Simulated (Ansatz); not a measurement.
# HfSi: response to strain

Consider HfSi (space group Pnma, No. 62; a = 6.825 Å, b = 3.757 Å, c = 5.203 Å). Axes: x, y, z lie along a, b, c of the conventional cell.

Strains are applied to the cell and any free atomic positions relax; under biaxial strain the out-of-plane vector relaxes too; under stress the whole cell relaxes.

The values are results of DFT with PBEsol, PAW potentials and a 420 eV plane-wave cutoff in Ansatz (a first-principles code), spin-orbit coupling left out, earlier PAW set, not measurements.

Notes on the quantities. pressure: mean of the normal stresses, compression positive.

| change | volume per atom | pressure |
|---|---|---|
| base | 16.68 Å³ | 0.0 GPa |
| biaxial strain −2.92 %, plane normal [001], relaxed out of plane | 15.96 Å³ | 7.5 GPa |
| biaxial strain −2.01 %, plane normal [001], relaxed out of plane | 16.18 Å³ | [?] |
| biaxial strain +2.27 %, plane normal [001], relaxed out of plane | [?] | -4.6 GPa |
| isotropic strain −2.70 % | 15.36 Å³ | 15.5 GPa |
| isotropic strain −0.83 % | 16.26 Å³ | [?] |
| isotropic strain +0.20 % | 16.78 Å³ | -0.9 GPa |
| uniaxial stress, 5 GPa tension along x | 16.88 Å³ | – |
| tensor shear ε_xy = −2.27 % | 16.67 Å³ | [?] |

Complete the table.


- biaxial strain −2.01 %, plane normal [001], relaxed out of plane, pressure: 5.0 GPa
- biaxial strain +2.27 %, plane normal [001], relaxed out of plane, volume per atom: 17.24 Å³
- isotropic strain −0.83 %, pressure: 4.2 GPa
- tensor shear ε_xy = −2.27 %, pressure: 0.5 GPa

Without a gap, meshes like the base's 7×12×9 leave anisotropic stresses uncertain by several tenths of a GPa, and small strain energies with them. Beyond what the load breaks, stability against distortions was not tested. The final runs are not spin-polarised.
